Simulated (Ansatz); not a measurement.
## Refining one setting for Cd₅Au₃ (I4/mcm, 16 atoms in the cell)

```
Cd5Au3
1.0
   -5.40423     5.40423     2.69607
    5.40423    -5.40423     2.69607
    5.40423     5.40423    -2.69607
Au Cd
6 10
Direct
  0.66700   0.16700   0.83400
  0.16700   0.33300   0.50000
  0.33300   0.83300   0.16600
  0.83300   0.66700   0.50000
  0.25000   0.25000   0.00000
  0.75000   0.75000   0.00000
  0.22490   0.07830   0.30320
  0.07830   0.77510   0.85340
  0.77510   0.92170   0.69680
  0.92170   0.22490   0.14660
  0.27510   0.57830   0.85340
  0.42170   0.27510   0.69680
  0.72490   0.42170   0.14660
  0.57830   0.72490   0.30320
  0.75000   0.25000   0.50000
  0.25000   0.75000   0.50000
```

Method: r2SCAN, default PAW files made with PBE (plane waves; Ansatz, a program for electronic structure).

The starting cell comes from a database of published, mostly measured structures (it also holds non-ambient and calculated ones), without a prior relaxation at this level. Its lattice was rescaled by a random factor within 2.5 % of one. Ansatz's pressure includes its estimate of the finite-basis (Pulay) stress.

Held fixed: kpoints.mp_grid.grid = 4 4 4; hamiltonian.xc = r2scan; hamiltonian.pseudopotentials = {kind: paw} (the program's default PAW files); scf.occupations.method = cold; scf.occupations.width = 0.1 eV.

ΔF is the free energy per atom less that of the last row (750 eV).

The first pressure column holds Ansatz's estimate of the finite-basis (Pulay) stress, which hides part of the cutoff error; the other is without it.

```
basis.ecutwfc  ΔF (meV/atom)  pressure (GPa)  largest force (eV/Å)  pressure at a fixed set of plane waves (GPa)  plane waves
-------------  -------------  --------------  --------------------  --------------------------------------------  -----------
200 eV               11810.0            1.66                 0.461                                       -486.69         2047
250 eV                1465.1            1.77                 0.242                                        -88.43         2811
300 eV                 124.4            0.27                 0.155                                        -10.33         3699
350 eV                  14.9            0.33                 0.143                                         -0.25         4677
400 eV                   ___            0.31                 0.144                                          0.15         5745
450 eV                   5.5            0.31                 0.143                                          0.12         6793
500 eV                   ___            0.31                 0.143                                          0.21         7993
575 eV                  1.24            0.30                 0.143                                          0.26         9843
650 eV                  0.59            0.30                 0.143                                          0.27        11811
750 eV                  0.00            0.29                 0.143                                          0.28        14649
```

Problem. Complete the blanks.

Solution. 
- 400 eV, ΔF (meV/atom): 9.6
- 500 eV, ΔF (meV/atom): 2.7

Left out of this page: 2 runs of the series stopped by limits of time or memory.

Keys are those of Ansatz 0.2.
